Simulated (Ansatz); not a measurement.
Base system: CaO in the rock salt structure (space group Fm-3m, No. 225; a = 4.767 Å). Axes: x, y, z lie along the cube axes.

The values are results of PBEsol in Ansatz (plane waves to 420 eV, PAW, no spin-orbit coupling), not measurements.

Strains are applied to the cell and any free atomic positions relax; under biaxial strain the out-of-plane vector relaxes too.

One change was made to it. Results:

```json
[
 {"quantity": "energy relative to the base (free energy F)", "base": "0 meV/atom", "after": "+0.3 meV/atom"},
 {"quantity": "pressure (mean of the normal stresses, compression positive)", "base": "0.00 GPa", "after": "0.70 GPa"}
]
```

Problem. Name the change that was made.
(A) biaxial strain −2.50 %, plane normal [111], relaxed out of plane
(B) biaxial strain −0.42 %, plane normal [111], relaxed out of plane
(C) biaxial strain −2.08 %, plane normal [111], relaxed out of plane
(D) biaxial strain −0.83 %, plane normal [111], relaxed out of plane
(E) biaxial strain +1.25 %, plane normal [111], relaxed out of plane

Solution. B, biaxial strain −0.42 %, plane normal [111], relaxed out of plane. For comparison, the pressure in the other runs: biaxial strain +1.25 %, plane normal [111], relaxed out of plane gives -1.97 GPa; biaxial strain −2.50 %, plane normal [111], relaxed out of plane gives 4.44 GPa; biaxial strain −0.83 %, plane normal [111], relaxed out of plane gives 1.40 GPa; biaxial strain −2.08 %, plane normal [111], relaxed out of plane gives 3.64 GPa.

Stability against distortions was not tested.

Ansatz is a program for electronic structure.
